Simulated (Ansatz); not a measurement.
The reference is CoSi₂ (space group Fm-3m, No. 225; a = 5.360 Å; non-magnetic).

Level of theory: Ansatz (an electronic-structure program), PBE, PAW, cutoff 420 eV, scalar-relativistic without spin-orbit coupling, earlier PAW set.

Before the change:

| Quantity | Value |
|---|---|
| Volume per atom | 12.84 Å³ |

Now apply this change: every Co is replaced by P, then cell and atoms are relaxed.

Task: How does this affect the volume per atom?

Result: The volume per atom increases by 3.356 Å³ to 16.19 Å³.

Stability against distortions was not tested. As relaxed here, Si2P is a hypothetical phase, not in the database extracts checked. Seeded moments were not kept for the base. All final runs are without spin polarisation. An odd electron count without spin: Si2P and CoSi2.
